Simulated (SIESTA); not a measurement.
A user runs SIESTA on NiP3O9 (P-1, 26 atoms in the cell) and asks whether the run is sound. The aim is a self-consistent single point with DFT, GGA PBEsol+U, numerical atomic orbitals DZP, PseudoDojo PBEsol standard norm-conserving potentials (rewritten from UPF to PSML).

Cell that was meant: a = 6.9651 Å, b = 7.0086 Å, c = 7.3516 Å, α = 76.84°, β = 85.10°, γ = 84.47°.

Part of the input:

```
DFTU.FirstIteration          true
%block DFTU.proj
  Ni 1
  n=4 0
  6.20 0.00
  0.00 0.00
%endblock DFTU.proj
```

Output (repeated stretches shortened):

```
reinit: Reading from file input.fdf

reinit: System Name: Ni(PO3)3
reinit: System Label: ni(po3)3

NOTE on units for spin output:
   [... lines left out ...]
DM filled with atomic data (user-defined):

InitMesh: MESH = 80 x 80 x 90 = 576000
InitMesh: Mesh cutoff (required, used) =   350.000   369.607 Ry
hubbard_term: recalculating local occupations    1
hubbard_term: maximum change in local occup.    0.947149
hubbard_term: recalculating Hamiltonian

stepf: Methfessel-Paxton step function
       Using Hermite-Gauss polynomials of order  1
hubbard_term: recalculating local occupations    1
hubbard_term: maximum change in local occup.    0.031990
hubbard_term: recalculating Hamiltonian
        iscf     Eharris(eV)        E_KS(eV)     FreeEng(eV)     dDmax    Ef(eV) dHmax(eV)
   scf:    1   -18078.825005   -18249.000909   -18249.031920  0.791383 -1.306875 39.551744
     spin moment: {S} , |S| = {        0.0        0.0    6.00000 }     6.00000
   scf:    2   -18310.945683   -18282.086933   -18282.128568  0.169427 -4.101490 26.626425
     spin moment: {S} , |S| = {        0.0        0.0    6.00000 }     6.00000
   scf:    3   -17741.692971   -18155.842719   -18155.888529  0.676605 -5.783159 54.080297
   [... lines left out ...]
hubbard_term: recalculating local occupations   18
hubbard_term: maximum change in local occup.    0.000032
   scf:   51   -18317.105673   -18317.105667   -18317.104276  0.000057 -6.414287  0.001222
     spin moment: {S} , |S| = {        0.0        0.0    6.00001 }     6.00001
hubbard_term: recalculating local occupations   19
hubbard_term: maximum change in local occup.    0.000032
   scf:   52   -18317.105677   -18317.105672   -18317.104278  0.000048 -6.414338  0.000861
     spin moment: {S} , |S| = {        0.0        0.0    6.00001 }     6.00001
SCF Convergence by DM+H criterion
max |DM_out - DM_in|         :     0.0000477138
max |H_out - H_in|      (eV) :     0.0008611830
DFT+U population converged by dTol_pop criteria:
max |pop(DFT+U)_i - pop(DFT+U)_j|:     0.0000316303
SCF cycle converged after 52 iterations

Using DM_out to compute the final energy and forces
hubbard_term: recalculating local occupations   20
hubbard_term: maximum change in local occup.    0.000032
hubbard_term: recalculating Hamiltonian and forces

siesta: E_KS(eV) =           -18317.1060

siesta: E_KS - E_eggbox =    -18317.1060

siesta: Atomic forces (eV/Ang):
     1    0.097621    0.380118   -0.153838
     2   -0.097613   -0.380112    0.153839
     3   -0.151560   -0.000713    0.466926
   [... 23 lines left out ...]
   [... lines left out ...]
siesta: FreeEng =    -18317.104611
siesta: Cell volume =        347.074879 Ang**3
siesta:         -36.01158411        -59.44271644  kBar
   [... lines left out ...]

Mulliken Atomic Populations:
Atom #   charge [q] valence [e]      Sz [e]  Species
     1     0.540629   17.459371    1.823395  Ni
     2     0.540622   17.459378    1.823388  Ni
     3     0.059484    4.940516    0.014299  P
     4     0.059484    4.940516    0.014298  P
     5     0.068712    4.931288   -0.046543  P
   [... 21 lines left out ...]
 Total    -0.000000                6.000006
```

Task: Is anything amiss in this input, and did it matter?

Result: The run is not sound. The fault is a Hubbard U on the wrong shell. The U belongs on the localised d or f shell; another shell may not exist in the potential or acts on the wrong states. To fix it, name the d or f shell. The run converged in 52 iterations without an error; against the sound input the free energy drops by 176 meV/atom, the pressure goes from -2.32 to -3.60 GPa, the largest force goes from 0.933 to 1.865 eV/Å, the gap on the mesh goes from 0.211 to 0.066 eV and the size of the net moment stays at 0.23 μB/atom.

The sound input it was made from differs as follows (other fixes are possible):
```diff
-  n=4 0
+  n=3 2
```

With that input, the run converged in 104 iterations: free energy E − TS -18312.5265 eV; top of the valence band (on the code's own zero) -7.02 eV; gap on the k-point mesh 0.21 eV; pressure -2.32 GPa; largest force (vector length) 0.933 eV/Å (DFT, GGA PBEsol+U, numerical atomic orbitals DZP, PseudoDojo PBEsol standard norm-conserving potentials (rewritten from UPF to PSML)).

On the sound input: the starting cell comes from a database of computed structures (which also holds hypothetical and non-ambient phases and stackings), without a prior relaxation at this level. The magnetic order is the one reached from the typed start; others were not searched systematically. With U or open f shells several self-consistent states can exist. Values carry the incompleteness of an atom-centred basis.
